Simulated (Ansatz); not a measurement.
Cell and atoms of amorphous Zr₂₀O₄₁Na₂:

```xyz
63
Lattice="9.1791 -0.0721 -0.0683 -0.0721 9.4965 0.3282 -0.0683 0.3282 9.3429" Properties=species:S:1:pos:R:3 pbc="T T T"
Zr     4.3546     3.7994     6.2304
Zr     3.4030     0.4533     5.7383
Zr     4.0977     5.4966     3.5714
Zr     7.1436     9.0779     9.4248
Zr     0.5489     2.5349     4.5159
Zr     2.5126     1.1248     1.9649
Zr     8.6102     2.6923     1.3057
Zr     4.8562     1.7199     9.1535
Zr     7.5630     2.8281     7.5304
Zr     5.6405     5.2734     9.4390
Zr     8.8410     6.3003     8.6676
Zr     5.7265     7.4430     6.1947
Zr     8.3575     9.0247     3.5013
Zr     4.9003     9.1166     3.3169
Zr     1.7644     2.4157     7.5905
Zr     6.4580     3.2141     3.7539
Zr     8.9552     8.8041     6.7400
Zr     1.6398     7.5253     1.5829
Zr     7.9127     5.6136     2.4737
Zr     2.7693     6.3477     7.4005
O      3.6270     7.9894     6.4913
O      4.0335     1.8286     7.1074
O      6.2822     5.2426     3.5439
O      4.4289     4.8652     1.5579
O      4.6257     6.4875     8.2563
O      7.6278     8.0572     5.1562
O      0.3534     0.4915     4.7829
O      3.0220     5.3479     5.4439
O      0.0631     4.8489     1.1692
O      1.8277     6.6039     9.2405
O      3.2744     8.6480     1.8203
O      5.5270     5.5213     6.0378
O      6.9184     3.7300     1.6325
O      5.2625     9.3757     8.9384
O      4.7251     1.4291     1.8972
O      7.0858     6.4112     0.7422
O      7.6423     4.7532     8.2105
O      4.8414     7.2934     4.0977
O      2.3367     6.1165     2.8019
O      0.6986     6.9344     6.9221
O      7.1390     1.4326     0.1498
O      2.7728     4.2542     7.7114
O      2.3560     2.4955     5.4549
O     -0.0786     8.3010     9.4843
O      5.4442     3.5042     8.2771
O      5.3009     9.6161     5.2480
O      7.9405     0.6927     7.3731
O      0.0600     3.0921     6.4120
O      3.0651     0.3817     3.7745
O      0.7122     9.5448     2.1733
O      0.2443     2.7877     8.9434
O      7.3060     7.6555     7.6657
O      1.3179     2.6903     2.5291
O      7.9136     1.6776     3.1150
O      6.4738     2.9346     5.7743
O      8.5963     4.1069     3.8212
O     -0.0346     7.2283     3.0229
O      6.7321     8.7903     2.2790
O      1.6774     0.3679     7.0613
O      2.8724     1.7256     0.0716
O      4.4800     3.4747     4.1447
Na     0.9169     5.9530     4.7801
Na     2.3307     4.3075     1.0091
```

Computed with PBE, scalar-relativistic without spin-orbit coupling (plane waves to 420 eV, PAW; Ansatz, a program for electronic structure).

It comes from a melt-quench run on a machine-learned potential (CHGNet), relaxed afterwards by DFT. O atoms were pushed apart under 1.9 Å during the dynamics, to hinder bonds among them. The hot cell started wider than the set density and was brought back towards it in steps. It is the lowest in DFT energy of 2 quenches. It is a model cell: composition and starting density were chosen by hand, and all elements were melted together. No dispersion term was used. Its density started from a set value of 5.16 and ended at 5.16 g/cm³. Cooling (nominally 450 K/ps over its main leg) ran many orders faster than in experiment, which tends to leave more defects and strain. Values belong to this one cell and scatter from quench to quench. The volume was held where the preparation left it and the shape relaxed, at a PBE pressure of 2.7 GPa. Stress components on the final sampling reach 2.8 GPa.

Cut-offs for bonds: Zr-Zr 3.41 Å, Zr-O 2.62 Å, Zr-Na 3.53 Å, O-O 1.58 Å, O-Na 2.78 Å, Na-Na 3.65 Å. Two cations that share two anions don't count as bonded, nor two that share one unless they lie closer than Zr-Zr 3.32 Å, Zr-Na 3.43 Å, Na-Na 3.55 Å.

Problem. Give the coordination numbers, mean bond lengths and angles.

Solution. 
- Mean coordination of Zr by anions = 6.35 (14 with 6, 5 with 7, 1 with 8); 1 close contacts or bonds to cations besides
- Mean coordination of O = 3.37 (2 with 2, 22 with 3, 17 with 4)
- Mean coordination of Na by anions = 5.50 (1 with 5, 1 with 6); 1 close contacts or bonds to cations besides
- Mean Zr-O bond = 2.152 Å (spread 0.120 Å, 127 counted)
- Mean O-Na bond = 2.412 Å (spread 0.130 Å, 11 counted)
- Bond angle at Zr = mean 102.2°, spread 29.3°
- Bond angle at O = mean 111.4°, spread 18.6°
- Bond angle at Na = mean 101.7°, spread 29.0°

Problem. List the pairs of like atoms that count as bonded by the rules above.

Solution. There are none by these rules.
